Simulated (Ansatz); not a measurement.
# How the band gap of CdTiO3 (model structure, from the tetragonal perovskite type, P4mm, No. 99) moves with the method

No measured value is used here.

```csv
level (code),value (eV)
LDA (Ansatz),0.35
PBEsol (Ansatz),0.43
PBEsol+SOC (Ansatz),0.43 (indirect)
HSE06 (Ansatz),1.99
HSE06+SOC (Ansatz),1.99 (indirect)
```

Computed values are for a static lattice. Spin–orbit coupling is included only where a level's name says +SOC; with heavier elements it mostly lowers gaps and can invert bands.  Values are at the PBEsol cell. Cutoffs and k meshes differ between the levels. Ansatz's density-functional and Hartree–Fock values are scalar-relativistic unless marked +SOC, with PAW data made under PBE.

A model structure was made by putting elements into a prototype or built by hand; it is no filed structure, need not be a known phase, and can be a saddle point held by its symmetry.

Ansatz is a first-principles code.
